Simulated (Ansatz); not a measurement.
Start from Sn in the diamond structure (space group Fd-3m, No. 227; a = 6.656 Å).

(Cell as relaxed with PBE.)

Levels (all Ansatz, a first-principles code, PAW, earlier PAW set): PBE (420 eV, no spin-orbit coupling); r2SCAN (500 eV, spin-orbit coupling left out).

Each level relaxes its own structure.

| base | PBE | r2SCAN |
|---|---|---|
| volume per atom | 36.86 Å³ | 35.43 Å³ |
| lattice parameter a | 6.656 Å | 6.569 Å |
| band gap | zero | zero |

The change: every Sn is replaced by Si, then cell and atoms are relaxed.

```csv
quantity,PBE,r2SCAN
lattice parameter a,5.470 Å,…
band gap,0.61 eV,…
"hole mass (degenerate bands, along [100])","0.16, 0.27, 0.27 mₑ (at Γ)",…
```

Task: Given the PBE results, estimate those of r2SCAN.

Result: 
- lattice parameter a, r2SCAN: 5.444 Å
- band gap, r2SCAN: 0.78 eV
- hole mass (degenerate bands, along [100]), r2SCAN: 0.17, 0.25, 0.25 mₑ (at Γ)

PBE's lattice parameter a lies 0.026 Å above r2SCAN's (0.5 %); PBE's band gap lies 0.162 eV below r2SCAN's. Neither level is exact; r2SCAN is the comparison here, not a measurement.

Effective masses come from finite differences of ±0.01 Å⁻¹. No phonon test of stability was made.
